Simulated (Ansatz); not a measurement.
The structure below was relaxed with PBEsol, PAW, 420 eV (Ansatz, a quantum-chemistry and plane-wave program; without spin-orbit coupling), earlier PAW set.

```yaml
crystal:
  lattice:
    - [0.00000, 3.66099, 3.66099]
    - [3.66099, 0.00000, 3.66099]
    - [3.66099, 3.66099, 0.00000]
  atoms:
    - { symbol: I, position: [0.75000, 0.75000, 0.75000] }
    - { symbol: Sn, position: [0.00000, 0.00000, 0.00000] }
```

Task: Find the space group and the Wyckoff positions.

Result: Space group F-43m (No. 216); a = b = c = 7.322 Å, α = β = γ = 90.00°

```
atom  site  symmetry       x       y       z
----  ----  --------  ------  ------  ------
I       4c      -43m  0.2500  0.2500  0.2500
Sn      4a      -43m  0.0000  0.0000  0.0000
```

Task: Describe the coordination.

Result: The crystal has 8 atoms in its conventional cell. Cell: a = 7.322 Å, b = 7.322 Å, c = 7.322 Å, α = 90.00°, β = 90.00°, γ = 90.00°. I is coordinated by 4 Sn at 3.171 Å (tetrahedral). Sn sees 4 I at 3.171 Å (tetrahedral). (Neighbours: up to the widest gap in distance over summed covalent radii, below 1.35, at either atom; cation-cation and far metal-metal contacts left out.)

Whether these cells are dynamically stable was not tested. All final runs are without spin polarisation. An odd electron count without spin: SnI. The cell was made from CuI by this change: Cu → Sn; the result is a hypothetical phase, not in the database extracts checked.
